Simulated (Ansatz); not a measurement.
A self-consistent single point of KTlO2 (R3m, 4 atoms in the cell) with Ansatz (a first-principles code).

Computed with LDA (PW92), default PAW files made with PBE (plane waves; Ansatz).

The change in words: lattice scaled by 0.98; kpoints.mp_grid.grid: 8 8 8 → 16 16 16. Reference geometry:
```
CELL_PARAMETERS angstrom
      1.71813     0.99196     6.07173
     -1.71813     0.99196     6.07173
      0.00000    -1.98392     6.07173
ATOMIC_POSITIONS crystal
  K  0.50274 0.50274 0.50274
  Tl 0.00000 0.00000 0.00000
  O  0.73208 0.73208 0.73208
  O  0.26792 0.26792 0.26792
```

Reference input (self-consistent single point, DFT, LDA (PW92), plane waves, default PAW files made with PBE): basis.ecutwfc = 420 eV; kpoints.mp_grid.grid = 8 8 8; hamiltonian.xc = lda; hamiltonian.pseudopotentials = {kind: paw} (the program's default PAW files); scf.occupations.method = fermi_dirac; scf.occupations.width = 0.02 eV. This run's input differs from it in these lines:

Ansatz 0.2 input:
```diff
@@ -3,10 +3,10 @@
   lattice:
-    - [1.718126, 0.991960, 6.071729]
-    - [-1.718126, 0.991960, 6.071729]
-    - [0.000000, -1.983922, 6.071729]
+    - [1.683763, 0.972121, 5.950294]
+    - [-1.683763, 0.972121, 5.950294]
+    - [0.000000, -1.944244, 5.950294]
   atoms:
-    - { symbol: K, position_ang: [0.000000, -0.000001, 9.157594] }
+    - { symbol: K, position_ang: [-0.000000, -0.000001, 8.974442] }
     - { symbol: Tl, position_ang: [0.000000, 0.000000, 0.000000] }
-    - { symbol: O, position_ang: [0.000000, -0.000001, 13.334956] }
-    - { symbol: O, position_ang: [-0.000000, -0.000001, 4.880231] }
+    - { symbol: O, position_ang: [-0.000000, -0.000001, 13.068256] }
+    - { symbol: O, position_ang: [0.000000, -0.000001, 4.782626] }
 basis:
@@ -14,3 +14,3 @@
 kpoints:
-  mp_grid: { grid: [8, 8, 8] }
+  mp_grid: { grid: [16, 16, 16] }
 hamiltonian:
```

Log, with long lists cut:

```
SCF iter   1: F=—  HF=-13752.869497 eV  |F-HF|=—  |Δ(HF+E_count)|=         —  Δρ=1.74e-2  dr2=1.61e-1  ethr=1.77e-3  ⟨swp⟩=6.2  Hψ=48307  notcnv=0
all-band conjugate gradients solve this SCF's bands
preconditioner: auto → none
SCF iter   2: F=—  HF=-13752.842368 eV  |F-HF|=—  |Δ(HF+E_count)|=   2.71e-2  Δρ=1.22e-2  dr2=6.44e-2  ethr=4.72e-4  ⟨swp⟩=2.0  Hψ=20432  notcnv=0
   [... lines left out ...]
SCF iter   5: F=—  HF=-13752.824431 eV  |F-HF|=—  |Δ(HF+E_count)|=   3.17e-6  Δρ=6.36e-4  dr2=2.81e-4  ethr=4.81e-7  ⟨swp⟩=2.3  Hψ=15491  notcnv=0
SCF iter   6: F=—  HF=-13752.824385 eV  |F-HF|=—  |Δ(HF+E_count)|=   4.63e-5  Δρ=1.37e-4  dr2=1.28e-5  ethr=4.81e-7  ⟨swp⟩=2.1  Hψ=11313  notcnv=0
SCF iter   7: F=—  HF=-13752.824382 eV  |F-HF|=—  |Δ(HF+E_count)|=   2.79e-6  Δρ=2.33e-5  dr2=2.73e-7  ethr=3.78e-8  ⟨swp⟩=2.1  Hψ=10420  notcnv=0
SCF iter   8: F=-13752.824382 eV  HF=-13752.824382 eV  |F-HF|=1.51e-8  |Δ(HF+E_count)|=   2.70e-8  Δρ=5.72e-6  dr2=1.97e-8  ethr=2.94e-10  ⟨swp⟩=4.0  Hψ=29963  notcnv=0
SCF 1 converged in 8 iterations: F = -13752.824382 eV  dr2 = 1.97e-8
Free energy (F): -13752.824382 eV
Internal energy: -13752.824382 eV  (E = F + TS)
E sigma→0 (E₀):  -13752.824382 eV
Fermi energy:    8.811432 eV
--- Forces (eV/Å), atoms counted from 1 ---
  atom   1  K      0.00000000     0.00000001    -0.24180780
  atom   2  Tl     0.00000000    -0.00000001     0.20867594
  atom   3  O     -0.00000000    -0.00000002     0.35392206
  atom   4  O      0.00000000     0.00000002    -0.32057938
--- Stress (GPa, compression-positive) ---
        3.888157       0.000000       0.000000
        0.000000       3.888157       0.000000
        0.000000       0.000000       2.079791
  P = ⅓ Tr σ = 3.2854 GPa (32.854 kbar)
  The stress holds the Pulay correction. Without it, at fixed plane waves, as pw.x and ABINIT print it: P = 2.6927 GPa
```

The run converged in 8 iterations. Against the reference run the free energy hardly moves (within 1 meV/atom), the pressure goes from -3.22 to 3.29 GPa, the largest force goes from 0.190 to 0.354 eV/Å and the gap on the mesh goes from 0.920 to 1.107 eV.

The starting cell comes from a database of computed structures (which also holds hypothetical and non-ambient phases and stackings), without a prior relaxation at this level. Its lattice was rescaled by up to half a per cent. One atom was moved a little off its site on purpose. For this run, on top of that: lattice scaled by 0.98. Spin-orbit coupling is off. With a pressure of about 3 GPa the cell is away from its equilibrium volume at this level. Ansatz's pressure includes its estimate of the finite-basis (Pulay) stress. Without the estimate this run gives 2.69 GPa.

Cost on one core of a shared machine: roughly 40 s.
